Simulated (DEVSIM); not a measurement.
Structure: Au/SiON/p-Ge capacitor, at 300 K.

Layer 1 from the left is SiON, thickness (nm) 4.60. Layer 2 from the left is Ge, thickness (nm) 8700, Na (cm⁻³) 4.7e15.

Metal gate on the left, work function 5.1 eV. Fixed charge at the semiconductor interface 3.4e11 cm⁻² (in units of +e); interface traps 1e10 cm⁻² eV⁻¹, uniform in energy, neutral level at 0.5 of the gap above the valence band.

This is a model device: material constants are rounded textbook-type values typed into the input, and sizes, dopings and lifetimes were drawn at random. Values at 300 K.

SiON: gap (eV) 7, affinity (eV) 1.4, permittivity 5.5. Ge: gap (eV) 0.664, affinity (eV) 4, permittivity 16, Nc (cm⁻³) 1.04e19, Nv (cm⁻³) 6e18.

DEVSIM, 1D Poisson equation in equilibrium, Boltzmann statistics, complete ionisation; no quantum confinement or tunnelling. Metal contacts follow the ideal Schottky-Mott rule: no Fermi-level pinning, no interface dipoles.

**Question.** What does the simulation give for the flat-band voltage, the threshold voltage (band bending 2φF), the minimum of the low-frequency capacitance?

**Answer.** flat-band voltage 0.57 V; threshold voltage (band bending 2φF) 0.87 V; minimum of the low-frequency capacitance 0.0556 μF/cm².
